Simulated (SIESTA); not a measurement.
Worked example: self-consistent single point of CoO (Fm-3m, 4 atoms in the cell) in SIESTA.

Method of the run: GGA PBE+U, numerical atomic orbitals TZP, PseudoDojo PBE standard norm-conserving potentials (rewritten from UPF to PSML) run with SIESTA 5.4.2.

```yaml
crystal:
  lattice:
    - [4.26000, 2.13000, 2.13000]
    - [2.13000, 4.26000, 2.13000]
    - [2.13000, 2.13000, 4.26000]
  atoms:
    - { symbol: Co, position: [0.00000, 0.00000, 0.00000], spin: 3.0 }
    - { symbol: Co, position: [0.50000, 0.50000, 0.50000], spin: -3.0 }
    - { symbol: O, position: [0.25000, 0.25000, 0.25000] }
    - { symbol: O, position: [0.75000, 0.75000, 0.75000] }
```
(The spins are starting values, not results.)

Reference input (self-consistent single point, DFT, GGA PBE, numerical atomic orbitals TZP, PseudoDojo PBE standard norm-conserving potentials (rewritten from UPF to PSML)): XC.functional = GGA; XC.authors = PBE; potentials = PseudoDojo PBE standard; PAO.BasisSize = TZP; PAO.EnergyShift = 0.005 Ry; MeshCutoff = 400 Ry; kgrid.MonkhorstPack = 6 6 6; OccupationFunction = FD; ElectronicTemperature = 10 meV; Spin = polarized; DM.InitSpin = [1 +3.00, 2 -3.00, 3 +0.00, 4 +0.00]; MaxSCFIterations = 150. This run's input differs from it in these lines:

```diff
@@ -43,2 +43,11 @@
 %endblock DM.InitSpin
+DFTU.ProjectorGenerationMethod 2
+DFTU.CutoffNorm              0.9
+DFTU.FirstIteration          true
+%block DFTU.proj
+  Co 1
+  n=3 2
+  2.00 0.00
+  0.00 0.00
+%endblock DFTU.proj
```

Output (repeated stretches shortened):

```
        iscf     Eharris(eV)        E_KS(eV)     FreeEng(eV)     dDmax    Ef(eV) dHmax(eV)
   scf:    1    -9190.586342    -9212.018616    -9212.023364  0.662735 -1.980172 11.795397
     spin moment: {S} , |S| = {        0.0        0.0    0.00000 }     0.00000
   scf:    2    -9224.691892    -9219.022453    -9219.023597  0.152411 -2.707994  6.812830
     spin moment: {S} , |S| = {        0.0        0.0    0.00000 }     0.00000
   scf:    3    -9223.538070    -9222.534844    -9222.538026  0.109965 -3.804183  0.728034
     spin moment: {S} , |S| = {        0.0        0.0    0.00000 }     0.00000
   [... lines left out ...]
hubbard_term: recalculating local occupations  114
hubbard_term: maximum change in local occup.    0.000982
   scf:  149    -9222.622513    -9222.622509    -9222.625401  0.000507 -4.301118  0.004294
     spin moment: {S} , |S| = {        0.0        0.0    0.00002 }     0.00002
hubbard_term: recalculating local occupations  115
hubbard_term: maximum change in local occup.    0.002143
hubbard_term: recalculating Hamiltonian
   scf:  150    -9222.622392    -9222.622355    -9222.625249  0.001770 -4.301339  0.006290
     spin moment: {S} , |S| = {        0.0        0.0    0.00007 }     0.00007
SCF_NOT_CONV: SCF did not converge in maximum number of steps (required).
SCF_NOT_CONV: SCF did not converge in maximum number of steps (required).
Geom step, scf iteration, dDmax, dHmax:    0   150      0.001770     0.000462
Geom step, scf iteration, dDmax, dHmax:    0   150      0.001770     0.000462

ABNORMAL_TERMINATION
ABNORMAL_TERMINATION
Stopping Program from Node:    0
Stopping Program from Node:    0
```

The run ended unconverged after 150 iterations. 

The starting cell has typed, rounded lattice constants, without a prior relaxation at this level. Values carry the incompleteness of an atom-centred basis.

Cost on one core of a shared machine: roughly 10 min.
